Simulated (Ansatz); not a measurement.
A zone-centre phonon calculation of NiSb (P6_3/mmc, 4 atoms in the cell) with Ansatz (an electronic-structure program).

Computed with PBE (plane waves, PAW; Ansatz).

```yaml
crystal:
  lattice:
    - [1.95911, -3.39327, 0.00000]
    - [1.95911, 3.39327, 0.00000]
    - [0.00000, 0.00000, 5.11461]
  atoms:
    - { symbol: Ni, position: [0.00000, 0.00000, 0.50000] }
    - { symbol: Ni, position: [0.00000, 0.00000, 0.00000] }
    - { symbol: Sb, position: [0.33333, 0.66667, 0.25000] }
    - { symbol: Sb, position: [0.66667, 0.33333, 0.75000] }
```

Reference input (self-consistent single point, DFT, PBE, plane waves, default PAW files): basis.ecutwfc = 30.9 Ry; kpoints.mp_grid.grid = 10 10 7; hamiltonian.xc = pbe; hamiltonian.pseudopotentials = {kind: paw} (the program's default PAW files); scf.occupations.method = gaussian; scf.occupations.width = 0.0073 Ry. This run's input differs from it in these lines:

Ansatz 0.2 input:
```diff
@@ -19,7 +19,5 @@
 scf:
-  occupations: { method: gaussian, width: 0.0073 Ry }
-output:
-  forces: true
-  eigenvalues: true
-  stress: true
+  occupations: { method: gaussian, width: 0.0037 Ry }
+phonons:
+  method: dfpt
```

The program printed (abridged):

```
SCF iter   1: F=—  HF=-24649.416407 eV  |F-HF|=—  |Δ(HF+E_count)|=         —  Δρ=5.42e-3  dr2=1.02e-2  ethr=1.77e-3  ⟨swp⟩=6.5  Hψ=31334  notcnv=0  defer=11
all-band conjugate gradients solve this SCF's bands
preconditioner: auto → Kerker (q_TF=auto, 2.715 Å⁻¹)
SCF iter   2: F=—  HF=-24649.415395 eV  |F-HF|=—  |Δ(HF+E_count)|=   1.01e-3  Δρ=1.85e-3  dr2=1.19e-3  ethr=1.54e-5  ⟨swp⟩=2.0  Hψ=14034  notcnv=0  defer=102
   [... lines left out ...]
SCF iter   8: F=—  HF=-24649.415361 eV  |F-HF|=—  |Δ(HF+E_count)|=  1.49e-10  Δρ=8.49e-7  dr2=5.21e-10  ethr=8.23e-12  ⟨swp⟩=2.2  Hψ=12665  notcnv=0  defer=102
SCF iter   9: F=—  HF=-24649.415361 eV  |F-HF|=—  |Δ(HF+E_count)|=  4.73e-10  Δρ=3.42e-7  dr2=1.15e-10  ethr=1.00e-12  ⟨swp⟩=2.0  Hψ=9619  notcnv=0  defer=102
SCF iter  10: F=—  HF=-24649.415361 eV  |F-HF|=—  |Δ(HF+E_count)|=  5.82e-11  Δρ=1.37e-7  dr2=1.49e-11  ethr=1.00e-12  ⟨swp⟩=1.7  Hψ=7646  notcnv=0  defer=102
SCF iter  11: F=-24649.415361 eV  HF=-24649.415361 eV  |F-HF|=3.64e-12  |Δ(HF+E_count)|=  7.28e-12  Δρ=5.65e-8  dr2=1.36e-12  ethr=1.00e-12  ⟨swp⟩=9.1  Hψ=39763  notcnv=0
SCF 1 converged in 11 iterations: F = -24649.415361 eV  dr2 = 1.36e-12
DFPT response loops at Γ: preconditioner auto → Kerker (q_TF=auto, 2.715 Å⁻¹) (partly filled bands, converged f_vac=0.005) …
Free energy (F): -24649.415361 eV
Internal energy: -24649.411010 eV  (E = F + TS)
E sigma→0 (E₀):  -24649.413185 eV
Entropy (-TS):   -0.004351 eV (-1.088 meV/atom)
Fermi energy:    15.409980 eV
--- Phonons (Γ-DFPT): 4 representative perturbations + reference, on 196 of 700 k-points (Σ response iterations 13) ---
  k mesh reduced under 2 symmetry operations, with k and −k counted as one. Each operation leaves every solved perturbation unchanged …
  ASR residual: 4.790e-5 → 0.000e0 eV/Å²; symmetrization residual: 8.754e-6 eV/Å²
  ASR residual per site (eV/Å²): 4.79e-5 4.79e-5 7.32e-6 7.32e-6
  Γ frequencies (cm⁻¹): 0.00 0.00 0.00 135.58 135.58 139.22 139.22 147.07 167.33 219.06 219.06 263.15
  non-analytic LO–TO correction: not included (Born effective charges unavailable; polar crystals: no LO–TO splitting at Γ)
```

The run converged in 11 iterations. 

Summary of the result:
```
Item                                                                                                    Result
--------------------------------------------------------  ----------------------------------------------------
Free energy E − TS (on the zero of these files)                                                 -24649.4154 eV
Fermi level (on the code's own zero)                                                                  15.41 eV
Zone-centre frequencies (cm⁻¹; negative means imaginary)  0, 0, 0, 136, 136, 139, 139, 147, 167, 219, 219, 263
```

The starting cell has typed, rounded lattice constants, without a prior relaxation at this level. Its lattice was rescaled by up to half a per cent. Spin polarisation is off.

Cost on one core of a shared machine: roughly 4 min.
